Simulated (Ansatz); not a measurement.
Consider MoSe2 in the 2H-MoS2 type structure (space group P6_3/mmc, No. 194; a = 3.2277 Å, c = 12.3457 Å; layered, stacked along the Cartesian z axis).

Structures relaxed with PBEsol-D3(BJ) (Ansatz, a program for electronic structure, PAW, scalar-relativistic without spin-orbit coupling), earlier PAW set.

Base:

Simulated powder pattern, Cu Kα1, λ = 1.54056 Å (kinematic, ideal powder, no thermal factors, no anomalous dispersion; the 10 strongest lines at most, above 2 %, up to 2θ = 90°):

```json
[
 {"2θ (°)": "14.34", "I/Imax (%)": "31", "hkl": "(002)"},
 {"2θ (°)": "31.99", "I/Imax (%)": "36", "hkl": "(100)"},
 {"2θ (°)": "38.92", "I/Imax (%)": "100", "hkl": "(103)"},
 {"2θ (°)": "43.97", "I/Imax (%)": "7.4", "hkl": "(006)"},
 {"2θ (°)": "49.20", "I/Imax (%)": "27", "hkl": "(105)"},
 {"2θ (°)": "57.02", "I/Imax (%)": "27", "hkl": "(110)"},
 {"2θ (°)": "71.19", "I/Imax (%)": "16", "hkl": "(203)"},
 {"2θ (°)": "74.69", "I/Imax (%)": "9.0", "hkl": "(116)"},
 {"2θ (°)": "78.59", "I/Imax (%)": "6.7", "hkl": "(205)"},
 {"2θ (°)": "87.36", "I/Imax (%)": "14", "hkl": "(118)"}
]
```

After one change:

Simulated powder pattern, Cu Kα1, λ = 1.54056 Å (kinematic, ideal powder, no thermal factors, no anomalous dispersion; the 10 strongest lines at most, above 2 %, up to 2θ = 90°):

| 2θ (°) | I/Imax (%) |
|---|---|
| 14.06 | 63 |
| 33.17 | 31 |
| 33.94 | 10 |
| 39.68 | 100 |
| 43.10 | 12 |
| 49.48 | 29 |
| 59.25 | 23 |
| 73.69 | 17 |
| 76.03 | 14 |
| 88.19 | 13 |

Name the change that was made.
(A) Mo → Re
(B) Mo → W
(C) Se → Te

A, Mo → Re. Its volume per atom is 17.64 Å³ against 18.56 Å³, and its space group is P6_3/mmc (No. 194).

No phonon test of stability was made. As relaxed here, ReSe2 is a hypothetical phase, not in the database extracts checked. All final runs are without spin polarisation. ReSe2 has a high density of states at the Fermi level and may be magnetic at this level.
